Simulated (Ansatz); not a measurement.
The reference is Al₂Cu (space group I4/mcm, No. 140; a = 6.060 Å, c = 4.875 Å).

One thing is altered: a hydrostatic pressure of 15 GPa.

Levels (all Ansatz, a first-principles code, PAW): PBE (420 eV, scalar-relativistic without spin-orbit coupling); r2SCAN (500 eV, no spin-orbit coupling).

The geometry is relaxed with PBE.

| Property | Result |
|---|---|
| PBE pressure | 15.0 GPa |

With r2SCAN at the same geometry, the pressure decreases by 4.0 GPa to 11.0 GPa.

Single points use the geometry relaxed with PBE. Their cutoffs differ, which shifts pressures a little. Load acts through the strain it causes; cell and atoms are relaxed under it. Stability against distortions was not tested. Competing high-pressure phases were not computed. The final runs are not spin-polarised.
